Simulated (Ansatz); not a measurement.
System: O vacancy in monoclinic HfO2 (charge state +2). Calculation: PBE, PAW (plane waves to 420 eV; Ansatz, a program for electronic structure).

96-site cell at the relaxed PBE lattice, the Γ point alone, smearing 0.01 eV, spin-restricted, no finite-size correction. No zero-point or tunnelling terms. Spin-orbit coupling is left out. The charge state is imposed; whether it is stable for some Fermi level was not computed. Forms of the defect that were not tried may lie lower.

Barriers: single points on a 2×2×2 k-point mesh shifted by half a step at the bands' geometries.

The step: a nearby O atom hops onto the vacant site; the atom moves 2.27 Å along (0.14, 0.31, -0.25) of the unit cell; the moving atom starts with neighbours Hf at 2.05, Hf at 2.11, Hf at 2.17; O at 2.61 Å and ends with Hf at 2.05, Hf at 2.11, Hf at 2.17; O at 2.61 Å.

### Question
What is the computed migration barrier of this step (PBE, PAW)?

### Answer
0.80 eV, the same both ways. At the saddle the moving atom has neighbours 2 Hf at 1.91 Å. The saddle point's order was not checked, and it lies on a symmetry element of the cell, where a band can be held.
